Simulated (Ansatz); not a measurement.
We consider antifluorite K₂S, described by rVV10 (Ansatz, a program for electronic structure, plane waves, PAW).

Settings: plane-wave cutoff 520 eV, 8×8×8 k mesh, Fermi–Dirac smearing 0.01 eV, scalar-relativistic PAW data made under PBE.

Computed at the level's own relaxed cell.

Problem. Predict the volume per atom, band gap and lattice parameter a.

Solution. 
volume per atom: 33.50 Å³/atom
band gap: 2.04 eV (indirect)
lattice parameter a: 7.380 Å

Measured, for comparison: equilibrium volume per atom 33.65 Å³/atom, lattice constant a 7.391 Å (temperature not stated, no zero-point or thermal correction; as tabulated in Syrotyuk et al. (2015), arXiv:1510.06546). Computed (rounded) less measured: equilibrium volume per atom -0.4 %, lattice constant a -0.1 %. A static lattice is as a rule a little smaller and stiffer than an uncorrected measurement, which narrows the difference in the equilibrium volume per atom and would widen misses of the other sign.

Computing time: around 50 core-seconds (rough).
